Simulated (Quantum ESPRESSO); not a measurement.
A user runs Quantum ESPRESSO on Bi2Se3 (R-3m, 5 atoms in the cell) and asks whether the run is sound. The aim is a self-consistent single point with DFT, PBE, plane waves, GBRV 1.5 ultrasoft (PBE) pseudopotentials.

Cell that was meant: a = 10.3682 Å, b = 10.3682 Å, c = 10.3682 Å, α = 23.56°, β = 23.56°, γ = 23.56°.

Part of the input:

```fortran
   occupations = 'smearing'
   smearing = 'fd'
   degauss = 0.00147
   tot_charge = 1
/
&ELECTRONS
   conv_thr = 1.0d-10
```

Output (repeated stretches shortened):

```
     Message from routine setup:
     using ibrav=0 with symmetry is DISCOURAGED, use correct ibrav instead
     G-vector sticks info
   [... lines left out ...]
        k(    2) = (   0.0000000  -0.5656197   0.0685999), wk =   0.0960000
        k(    3) = (   0.0000000  -1.1312395   0.1371998), wk =   0.0960000
   [... 16 lines left out ...]

     Dense  grid:    50257 G-vectors     FFT dimensions: (  90,  90,  90)

     Smooth grid:    36065 G-vectors     FFT dimensions: (  80,  80,  80)

     Initial potential from superposition of free atoms

     starting charge      45.9997, renormalised to      47.0000

     negative rho (up, down):  8.289E-02 0.000E+00
     Self-consistent Calculation

     iteration #  1     ecut=    40.00 Ry     beta= 0.30

     negative rho (up, down):  8.140E-02 0.000E+00

     total energy              =    -501.63172218 Ry
     estimated scf accuracy    <       1.12257861 Ry

     iteration #  2     ecut=    40.00 Ry     beta= 0.30

     negative rho (up, down):  8.087E-02 0.000E+00

     total energy              =    -501.70529344 Ry
     estimated scf accuracy    <       2.13390637 Ry

     iteration #  3     ecut=    40.00 Ry     beta= 0.30

     negative rho (up, down):  8.030E-02 0.000E+00

     total energy              =    -501.92297752 Ry
     estimated scf accuracy    <       0.06637378 Ry

   [... 9 blocks of this kind left out ...]

     iteration # 13     ecut=    40.00 Ry     beta= 0.30

     negative rho (up, down):  8.075E-02 0.000E+00

     total energy              =    -501.93207792 Ry
     estimated scf accuracy    <          2.5E-09 Ry

     iteration # 14     ecut=    40.00 Ry     beta= 0.30

     negative rho (up, down):  8.075E-02 0.000E+00
     End of self-consistent calculation

     the Fermi energy is     5.7837 ev

!    total energy              =    -501.93207792 Ry
     estimated scf accuracy    <          4.4E-11 Ry
     smearing contrib. (-TS)   =      -0.00054303 Ry
     internal energy E=F+TS    =    -501.93153490 Ry

     convergence has been achieved in  14 iterations

     negative rho (up, down):  8.075E-02 0.000E+00

     Forces acting on atoms (cartesian axes, Ry/au):

     atom    1 type  1   force =     0.00000000    0.00000000    0.00709397
     atom    2 type  1   force =    -0.00000000    0.00000000   -0.00709397
     atom    3 type  2   force =     0.00000000    0.00000000    0.00000000
     atom    4 type  2   force =     0.00000000    0.00000000    0.00816759
   [... lines left out ...]
     Total force =     0.015299     Total SCF correction =     0.000012
   [... lines left out ...]

     negative rho (up, down):  8.075E-02 0.000E+00
          total   stress  (Ry/bohr**3)                   (kbar)     P=     -151.80
  -0.00102524   0.00000000  -0.00000000         -150.82        0.00       -0.00
   0.00000000  -0.00102524   0.00000000            0.00     -150.82        0.00
   0.00000000  -0.00000000  -0.00104530            0.00       -0.00     -153.77

   JOB DONE.
```

Task: Can these results be used? Check the input.

Result: The run is not sound. The fault is an unintended net charge. A charged periodic cell changes the electron count and is neutralised by a uniform background, so energy, forces and pressure belong to another system. To fix it, remove the charge. The run converged in 14 iterations without an error; against the sound input the pressure goes from -1.88 to -15.18 GPa, the largest force goes from 0.271 to 0.210 eV/Å and no clean gap remains on the mesh (levels overlap or are partly filled), against 0.45 eV before.

The sound input it was made from differs as follows (other fixes are possible):
```diff
-   tot_charge = 1
```

With that input, the run converged in 15 iterations: free energy E − TS -6823.1717 eV; top of the valence band (on the code's own zero) 6.36 eV; gap on the k-point mesh 0.45 eV; pressure -1.88 GPa; largest force (vector length) 0.271 eV/Å (DFT, PBE, plane waves, GBRV 1.5 ultrasoft (PBE) pseudopotentials).

On the sound input: the starting cell comes from a database of computed structures (which also holds hypothetical and non-ambient phases and stackings), without a prior relaxation at this level. Its lattice was rescaled by a random factor within 2.5 % of one. Spin-orbit coupling is off.
